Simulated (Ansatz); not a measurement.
Start from VN in the rock salt structure (space group Fm-3m, No. 225; a = 4.073 Å).

Computed with PBEsol, PAW, 420 eV (Ansatz, a quantum-chemistry and plane-wave program; no spin-orbit coupling).

Before the change:

```
Item        Value
--------  -------
Pressure  0.0 GPa
Band gap     zero
```

It is then changed as follows: the cell is scaled by 0.9708 in all directions, atoms relaxed at fixed cell.

How does this affect the energy relative to the base?

The energy goes up by 77 meV/atom.

What does the calculation give for the pressure after the change?

The pressure goes from zero to 37.0 GPa.

Predict the new band gap.

The band gap is still zero.

The cells carry an imposed strain or load. No phonon test of stability was made. Seeded moments were not kept for the base. All final runs are without spin polarisation.
